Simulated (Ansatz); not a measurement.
# Effect of tensor shear ε_xy = +0.86 % on Mo

Start from Mo in the bcc (W type) structure (space group Im-3m, No. 229; a = 3.151 Å; relaxed with 0.1 eV smearing). Axes: x, y, z lie along the cube axes.

Now apply this change: a pure shear with ε_xy = ε_yx = 0.0086; the atoms relax in the strained cell.

Calculations: r2SCAN, PAW, 500 eV (Ansatz, an electronic-structure program; no spin-orbit coupling). k-mesh 29×29×29 (Γ-centred); smearing 0.1 eV (Fermi–Dirac).

The volume per atom is still 15.64 Å³ and the space group becomes Fmmm (No. 69) (base: Im-3m (No. 229)). The shortest interatomic distance decreases by 0.016 Å (2.729 Å → 2.713 Å) and the energy rises by 1.5 meV/atom. The pressure (mean of the normal stresses, compression positive) stays essentially unchanged (0.0 GPa against 0.1 GPa) and the band gap stays zero. The stress (xx, yy, zz, yz, xz, xy; compression positive) amounts to (0.1, 0.1, 0.1, 0.0, 0.0, -1.8) GPa.

Cost of the whole job for the changed cell (relaxation, final SCF and bands): roughly 2.3 core-minutes.

No phonon test of stability was made. All final runs are without spin polarisation.
